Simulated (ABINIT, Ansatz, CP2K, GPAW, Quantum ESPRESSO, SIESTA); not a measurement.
Code comparison for Ca3AsP (Pm-3m, 5 atoms in the cell)

Self-consistent single point.

```xyz
5
Lattice="5.4249 0.0000 0.0000 0.0000 5.4249 0.0000 0.0000 0.0000 5.4249" Properties=species:S:1:pos:R:3 pbc="T T T"
Ca     0.0000     2.7124     2.7124
Ca     2.7124     0.0000     2.7124
Ca     2.7124     2.7124     0.0000
P      0.0000     0.0000     0.0000
As     2.7124     2.7124     2.7124
```

All programs got the same cell, k-point mesh and kind of occupations (in Ansatz's words: kpoints.mp_grid.grid = 4 4 4; scf.occupations.method = gaussian; scf.occupations.width = 0.05 eV); potentials, basis and cutoffs are each program's usual ones.

```json
[
 {"code": "SIESTA", "model": "GGA PBEsol, numerical atomic orbitals TZP, PseudoDojo PBEsol standard norm-conserving potentials (rewritten from UPF to PSML)", "pressure (GPa)": "3.71", "k-points": "44", "cutoff": "grid 400 Ry"},
 {"code": "GPAW", "model": "PBEsol, GPAW PAW datasets PBEsol (made by gpaw-setup)", "pressure (GPa)": "-1.29", "k-points": "10", "cutoff": "600 eV"},
 {"code": "CP2K", "model": "PBEsol, GPW, DZVP-MOLOPT-SR-GTH basis, GTH-PBE potentials (GTH_POTENTIALS)", "pressure (GPa)": "-0.55", "k-points": "36", "cutoff": "grid 500 Ry"},
 {"code": "Ansatz", "model": "PBEsol, PAW files made with PBE", "pressure (GPa)": "-1.51", "k-points": "10", "cutoff": "default"},
 {"code": "Quantum ESPRESSO", "model": "PBEsol, GBRV 1.5 ultrasoft (PBESOL) pseudopotentials", "pressure (GPa)": "-1.44", "k-points": "10", "cutoff": "40 Ry"},
 {"code": "ABINIT", "model": "PBEsol, norm-conserving pseudopotentials (PseudoDojo nc-sr-04 PBEsol standard)", "pressure (GPa)": "-1.52", "k-points": "10", "cutoff": "42 Ha"}
]
```

No clean gap comes from SIESTA, GPAW, CP2K, Quantum ESPRESSO and ABINIT: levels at the Fermi energy touch, overlap or are partly filled at this smearing.

The spread over the programs that give each value: pressure within 5.23 GPa.

The starting cell comes from a database of computed structures (which also holds hypothetical and non-ambient phases and stackings), without a prior relaxation at this level. On Ansatz's run: A gap is left out here, as mesh or smearing make it unsure.

Task: Why do the programs differ, and what cannot be compared?

Result: Differences of this kind can come from the potentials, where these differ, and from what each basis and cutoff leave unconverged. The valence holds different numbers of electrons (SIESTA 50, GPAW 40, CP2K 40, Ansatz (a program for electronic structure) 50, Quantum ESPRESSO 40, ABINIT 50). The zero of total energies and Fermi levels follows the potentials and each program's conventions, so they are not compared here. SIESTA and CP2K use small atom-centred bases, whose incompleteness enters pressures, forces and empty levels differently from a plane-wave cutoff. Ansatz's pressure is given at a fixed set of plane waves, as the other plane-wave codes print theirs. The programs reduce the same mesh by symmetry to different extents, which changes the work and not the result. In the pressure, SIESTA (by 5.18) lies more than 1 GPa from the median of the plane-wave programs.

Left out of this page: Elk and FLEUR (not drawn, or without a comparable value).

Keys are those of Ansatz 0.2.
